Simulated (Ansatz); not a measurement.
The reference is HgS in the rock salt structure (space group Fm-3m, No. 225; a model cell, its experimental status unchecked; relaxed with 0.1 eV smearing).

```
HgS
1.0
    0.00000     2.72685     2.72685
    2.72685     0.00000     2.72685
    2.72685     2.72685     0.00000
S Hg
1 1
Direct
  0.00000   0.00000   0.00000
  0.50000   0.50000   0.50000
```

Cartesian axes are those of the cell as printed.

The values are results of PBEsol (Ansatz, a quantum-chemistry and plane-wave program), no spin-orbit coupling, earlier PAW set, not measurements.

Before the change:

```
Quantity                         Value
-----------------------------  -------
Pressure                       0.0 GPa
Shortest interatomic distance  2.727 Å
```

Modification: the symmetric strain tensor [-0.0096 -0.0017 -0.0014; -0.0017 -0.0302 -0.0073; -0.0014 -0.0073 -0.0061]; the atoms relax in the strained cell.

Predict the new pressure, shortest interatomic distance and energy relative to the base.

The pressure (mean of the normal stresses, compression positive) goes from zero to 4.3 GPa; the shortest interatomic distance decreases by 0.082 Å to 2.645 Å; the energy increases by 13 meV/atom.

Stability against distortions was not tested. All final runs are without spin polarisation. This is not the structure that HgS has at room temperature and ambient pressure.
